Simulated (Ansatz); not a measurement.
Start from GaAs in the zinc blende structure (space group F-43m, No. 216).

```yaml
crystal:
  lattice:
    - [0.00000, 2.87304, 2.87304]
    - [2.87304, 0.00000, 2.87304]
    - [2.87304, 2.87304, 0.00000]
  atoms:
    - { symbol: As, position: [0.75000, 0.75000, 0.75000] }
    - { symbol: Ga, position: [0.00000, 0.00000, 0.00000] }
```

Levels (all Ansatz, a program for electronic structure, PAW, earlier PAW set): PBE (420 eV, spin-orbit coupling left out); r2SCAN (500 eV, no spin-orbit coupling); HSE06 (420 eV, no SOC); PBE+SOC (420 eV, with spin-orbit coupling); HSE06+SOC (420 eV, spin-orbit coupling included).

One geometry, relaxed with PBE, under each level:

Notes on the quantities. hole mass: degenerate bands, along [100].

The valence-band top lists the three highest levels at Γ (Kramers pairs under SOC), from the VBM.

```json
[
 {"level": "PBE", "band gap": "0.16 eV", "lowest conduction level above the VBM at special points": "Γ 0.16 eV; L 0.87 eV; X 1.56 eV; U 1.99 eV", "valence-band top at Γ": "0.00, 0.00, 0.00 eV", "electron mass": "–", "hole mass": "–", "pressure": "0.00 GPa"},
 {"level": "r2SCAN", "band gap": "0.63 eV", "lowest conduction level above the VBM at special points": "Γ 0.63 eV; L 1.23 eV; X 1.85 eV; U 2.30 eV", "valence-band top at Γ": "–", "electron mass": "0.035 mₑ (at Γ)", "hole mass": "0.035, 0.36, 0.36 mₑ (at Γ)", "pressure": "-2.78 GPa"},
 {"level": "HSE06", "band gap": "1.01 eV", "lowest conduction level above the VBM at special points": "Γ 1.01 eV; L 1.60 eV; X 2.14 eV", "valence-band top at Γ": "–", "electron mass": "–", "hole mass": "–", "pressure": "–"},
 {"level": "PBE+SOC", "band gap": "0.05 eV", "lowest conduction level above the VBM at special points": "Γ 0.05 eV; L 0.77 eV; X 1.45 eV; U 1.88 eV", "valence-band top at Γ": "0.00, 0.00, -0.33 eV", "electron mass": "–", "hole mass": "–", "pressure": "0.01 GPa"},
 {"level": "HSE06+SOC", "band gap": "0.89 eV", "lowest conduction level above the VBM at special points": "Γ 0.89 eV; L 1.48 eV; X 2.02 eV", "valence-band top at Γ": "0.00, 0.00, -0.36 eV", "electron mass": "–", "hole mass": "–", "pressure": "–"}
]
```

Single points use the geometry relaxed with PBE. Their cutoffs differ, which shifts pressures a little. Differences between runs with and without spin-orbit coupling are approximate. Masses are band curvatures over ±0.01 Å⁻¹ around the edge. Whether these cells are dynamically stable was not tested. The zero or small gap of GaAs can change with the level of theory.
